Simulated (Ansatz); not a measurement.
An Ansatz (a first-principles code) run: As; r2SCAN+rVV10 (Ansatz, PAW, no spin-orbit coupling).

Input:

Ansatz 0.2 input:
```yaml
crystal:
  lattice:
    - [1.8805262477, 1.0857223353, 3.577842305]
    - [-1.8805262477, 1.0857223353, 3.577842305]
    - [0, -2.1714446707, 3.577842305]
  atoms:
    - { symbol: As, position: [0.2259984979, 0.2259984979, 0.2259984979] }
    - { symbol: As, position: [0.7740015021, 0.7740015021, 0.7740015021] }
basis: { ecutwfc: 500, ecutrho_ratio: 4, xc_grid: 4, fft_grid_basis: typed }
kpoints: { mp_grid: { grid: [15, 15, 15] } }
hamiltonian:
  xc: r2scan
  dispersion: rvv10
  pseudopotentials: { kind: paw }
scf: { occupations: { method: fermi_dirac, width: 0.05 }, convergence: { dr2_threshold: 0.0000000002 } }
output: { forces: true, stress: true }
```

Output:

```
WARN ansatz: RAYON_NUM_THREADS=2 ignored (pool sized by the plan → 2); use --threads N
Pseudopotentials: kind: paw
Pseudopotential: As, paw, valence charge 15
Functional definition: r2SCAN+rVV10
Crystal: 2 atoms, lattice volume = 43.830 Å³
Basis set: ecut = 500 eV, 1117 PW (Γ), exchange–correlation on 128×128×128 points (64 copies of the dense FFT grid, shifted against one another)
Bands: 19, of which v1, the nominal top of the filled ones, is band 15 counted from 1 (14 counted from 0)
Symmetry: 12 space group operations
Space group: R-3m (ITA 166), of the structure as read, at distance tolerance 3.5e-5 Å
k-points: 344 of 3375
rVV10 density: all electrons in the spheres
PAW frozen core: As, regenerated for the run's functional
Initial density: superposition of atomic densities (neutral atoms: chi_scale 0, normalization atom), corrected by the library's trained network
Initial wavefunctions: pseudopotential atomic-orbital guess
Eigensolver: davidson
Functional: x = r2scan, c = r2scan + rvv10(b = 11.95, C = 0.0093); τ floored in thin density (d = 2e-4 eV/Å³)
SCF iter   1: F=—  HF=-9726.653282 eV  |F-HF|=—  |Δ(HF+E_count)|=         —  Δρ=3.71e-3  dr2=5.95e-3  dr2_τ=2.49e-3  ethr=1.77e-3  ⟨swp⟩=5.6  Hψ=31158  notcnv=0
all-band conjugate gradients solve this SCF's bands
preconditioner: auto → Kerker (q_TF=auto, 2.561 Å⁻¹)
SCF iter   2: F=—  HF=-9726.662321 eV  |F-HF|=—  |Δ(HF+E_count)|=   9.04e-3  Δρ=2.45e-3  dr2=2.84e-3  dr2_τ=1.62e-5  ethr=1.98e-5  ⟨swp⟩=2.0  Hψ=15824  notcnv=0
SCF iter   3: F=—  HF=-9726.662231 eV  |F-HF|=—  |Δ(HF+E_count)|=   8.96e-5  Δρ=1.32e-3  dr2=9.26e-4  dr2_τ=4.62e-6  ethr=9.48e-6  ⟨swp⟩=1.1  Hψ=6560  notcnv=0
SCF iter   4: F=—  HF=-9726.662189 eV  |F-HF|=—  |Δ(HF+E_count)|=   4.18e-5  Δρ=2.56e-4  dr2=3.06e-5  dr2_τ=3.56e-7  ethr=3.09e-6  ⟨swp⟩=3.0  Hψ=12666  notcnv=0
SCF iter   5: F=—  HF=-9726.662197 eV  |F-HF|=—  |Δ(HF+E_count)|=   7.36e-6  Δρ=5.99e-5  dr2=2.29e-6  dr2_τ=3.36e-8  ethr=1.02e-7  ⟨swp⟩=2.0  Hψ=7932  notcnv=0
SCF iter   6: F=—  HF=-9726.662198 eV  |F-HF|=—  |Δ(HF+E_count)|=   1.25e-6  Δρ=2.22e-5  dr2=1.27e-7  dr2_τ=2.36e-9  ethr=7.64e-9  ⟨swp⟩=2.0  Hψ=8259  notcnv=0
SCF iter   7: F=—  HF=-9726.662198 eV  |F-HF|=—  |Δ(HF+E_count)|=   1.47e-7  Δρ=3.61e-6  dr2=6.96e-9  dr2_τ=1.39e-10  ethr=4.24e-10  ⟨swp⟩=2.0  Hψ=8272  notcnv=0
SCF iter   8: F=—  HF=-9726.662198 eV  |F-HF|=—  |Δ(HF+E_count)|=   6.72e-9  Δρ=1.26e-6  dr2=1.14e-9  dr2_τ=9.31e-12  ethr=2.32e-11  ⟨swp⟩=3.0  Hψ=11776  notcnv=0
SCF iter   9: F=-9726.662198 eV  HF=-9726.662198 eV  |F-HF|=2.91e-11  |Δ(HF+E_count)|=  9.46e-11  Δρ=3.39e-7  dr2=9.08e-11  dr2_τ=6.30e-13  ethr=1.00e-12  ⟨swp⟩=4.4  Hψ=20345  notcnv=0
SCF 1 converged in 9 iterations: F = -9726.662198 eV  dr2 = 9.08e-11
SCF converged after 9 iterations
Free energy (F): -9726.662198 eV
Harris-Foulkes:  -9726.662198 eV  (|F-HF|=2.91e-11)
Internal energy: -9726.660841 eV  (E = F + TS)
E sigma→0 (E₀):  -9726.661520 eV
Entropy (-TS):   -0.001357 eV (-0.678 meV/atom)
Fermi energy:    10.538093 eV
--- Per-component energies (eV) ---
  E_band       = -497.409482
  E_kinetic    = 204.600351
  E_local      = -3381.162830  (includes V_loc(G=0)·N_el)
  E_nonlocal   = -1340.414985
  E_hartree    = 1868.236662
  E_xc         = -145.733567
  E_vxc        = -167.986102  (∫ρ·V_xc dr)
  E_paw        = -3694.168982  (= ΣΔE_a)
  E_vpaw       = 442.150040  (= ΣTr[D̂ρ^β])
  E_aug_tail   = 0.000013  (compensation charges beyond the density's cutoff)
  E_vtau       = 8.930371  (kinetic-family band-sum trace: ∫τ·v_τ [+ j·A + Jᵃ·Aᵃ] dr)
  E_ewald      = -3235.102688
  E_core_change = -2.914816  (= ΣΔE_core)
  E_smearing   = -0.001357  (= −TS)
  E_closure    = -0.000000  (closes the sum)
  Σ components = -9726.662198   (vs F -9726.662198, Δ=0.00e0)
  [band-id]    e_kinetic+e_local+e_nonlocal+2·e_hartree+e_vxc+e_vpaw+e_augmentation_tail+e_vtau = -497.409817   (vs E_band -497.409482, Δ=-3.36e-4)
--- Forces (eV/Å), atoms counted from 1 ---
  atom   1  As    -0.00000000     0.00000000    -0.00000346
  atom   2  As     0.00000000    -0.00000000     0.00000346
  max |Σ_I F_I| component: 5.78e-19 eV/Å
--- Stress (GPa, compression-positive) ---
       -0.000624       0.000000      -0.000000
        0.000000      -0.000624      -0.000000
       -0.000000      -0.000000       0.002723
  P = ⅓ Tr σ = 0.0005 GPa (0.005 kbar)
  The stress holds the Pulay correction. Without it, at fixed plane waves, as pw.x and ABINIT print it: P = -0.0183 GPa
  The stress includes an estimate of the error left by incomplete SCF convergence (largest component 0.0002 GPa).
--- Band table ---
  band table: none
```

Whether these cells are dynamically stable was not tested. The cell is As in the A7 type structure (space group R-3m, No. 166; layered).
